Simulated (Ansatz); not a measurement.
Where the default PAW files enter, the runs use the earlier of Ansatz's two default sets.

The decay constant κ of evanescent states in the gap governs leakage through a thin film.

Given:

```xyz
3
Lattice="6.9793 0.0000 0.0000 0.0000 7.8939 0.0000 0.0000 3.9470 2.2788" Properties=species:S:1:pos:R:3 pbc="T T T"
Pb     0.0000     0.0000     0.0000
I      1.8901     2.6313     0.0000
I      5.0892     5.2626     0.0000
```

Space group of this cell: P-3m1, CdI2 type. The cell was relaxed by PBE-D3(BJ).

Transport runs along the normal of the first two printed cell vectors, the (110) plane of the conventional cell.

No gap correction and no spin-orbit coupling; mid-gap values are interpolated between computed energies.

Problem. Compute, with Ansatz (a program for electronic structure) with PBEsol, the band gap and the smallest decay constant κ at mid-gap.

Solution. Gap 2.09 eV on a 6×14×14 mesh; κ = 0.185 1/Å, at (0.500, 0.000) of the in-plane reciprocal vectors. At the zone centre, at the nearest computed energy, the slowest state has κ = 0.22 1/Å.
